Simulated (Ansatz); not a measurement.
Worked example: self-consistent single point of Ag (Im-3m, 1 atom in the cell) in Ansatz (a program for electronic structure).

Method of the run: LDA (PW92), default PAW files made with PBE (plane waves; Ansatz).

```xyz
1
Lattice="-1.6639 1.6639 1.6639 1.6639 -1.6639 1.6639 1.6639 1.6639 -1.6639" Properties=species:S:1:pos:R:3 pbc="T T T"
Ag     0.0000     0.0000     0.0000
```

Reference input (self-consistent single point, DFT, LDA (PW92), plane waves, default PAW files made with PBE): basis.ecutwfc = 30.9 Ry; kpoints.mp_grid.grid = 14 14 14; hamiltonian.xc = lda; hamiltonian.pseudopotentials = {kind: paw} (the program's default PAW files); scf.occupations.method = fermi_dirac; scf.occupations.width = 0.0073 Ry. This run's input differs from it in these lines:

Ansatz 0.2 input:
```diff
@@ -12,3 +12,3 @@
   mp_grid:
-    grid: [14, 14, 14]
+    grid: [23, 23, 23]
 hamiltonian:
@@ -20,3 +20,3 @@
     method: fermi_dirac
-    width: 0.0073 Ry
+    width: 0.0367 Ry
 output:
```

Output, abridged:

```
SCF iter   1: F=—  HF=-7458.137912 eV  |F-HF|=—  |Δ(HF+E_count)|=         —  Δρ=1.56e-2  dr2=4.03e-2  ethr=1.77e-3  ⟨swp⟩=4.4  Hψ=24828  notcnv=0
all-band conjugate gradients solve this SCF's bands
preconditioner: auto → Kerker (q_TF=auto, 2.742 Å⁻¹)
SCF iter   2: F=—  HF=-7458.127032 eV  |F-HF|=—  |Δ(HF+E_count)|=   1.09e-2  Δρ=4.59e-3  dr2=2.65e-3  ethr=2.12e-4  ⟨swp⟩=1.0  Hψ=8430  notcnv=0
SCF iter   3: F=—  HF=-7458.126223 eV  |F-HF|=—  |Δ(HF+E_count)|=   8.08e-4  Δρ=1.84e-3  dr2=2.41e-4  ethr=1.40e-5  ⟨swp⟩=1.3  Hψ=6014  notcnv=0
SCF iter   4: F=—  HF=-7458.126157 eV  |F-HF|=—  |Δ(HF+E_count)|=   6.67e-5  Δρ=1.86e-4  dr2=2.77e-6  ethr=1.27e-6  ⟨swp⟩=2.0  Hψ=8880  notcnv=0
SCF iter   5: F=—  HF=-7458.126169 eV  |F-HF|=—  |Δ(HF+E_count)|=   1.19e-5  Δρ=2.62e-5  dr2=1.30e-7  ethr=1.46e-8  ⟨swp⟩=2.1  Hψ=8997  notcnv=0
SCF iter   6: F=-7458.126169 eV  HF=-7458.126169 eV  |F-HF|=1.09e-11  |Δ(HF+E_count)|=   1.28e-8  Δρ=4.13e-6  dr2=2.16e-9  ethr=5.26e-10  ⟨swp⟩=3.9  Hψ=16491  notcnv=0
SCF 1 converged in 6 iterations: F = -7458.126169 eV  dr2 = 2.16e-9
Free energy (F): -7458.126169 eV
Internal energy: -7457.880245 eV  (E = F + TS)
E sigma→0 (E₀):  -7458.003207 eV
Entropy (-TS):   -0.245924 eV (-245.924 meV/atom)
Fermi energy:    15.248683 eV
--- Forces (eV/Å), atoms counted from 1 ---
  atom   1  Ag     0.00000000    -0.00000000    -0.00000000
--- Stress (GPa, compression-positive) ---
      -11.928549       0.000000      -0.000000
       -0.000000     -11.928549       0.000000
        0.000000       0.000000     -11.928549
  P = ⅓ Tr σ = -11.9285 GPa (-119.285 kbar)
  The stress holds the Pulay correction. Without it, at fixed plane waves, as pw.x and ABINIT print it: P = -11.9475 GPa
```

The run converged in 6 iterations. Against the reference run the free energy falls by 118 meV/atom and the pressure goes from -12.25 to -11.93 GPa.

The starting cell comes from a database of computed structures (which also holds hypothetical and non-ambient phases and stackings), without a prior relaxation at this level. Its lattice was rescaled by up to half a per cent. With a pressure of about -12 GPa the cell is away from its equilibrium volume at this level. Ansatz's pressure includes its estimate of the finite-basis (Pulay) stress.
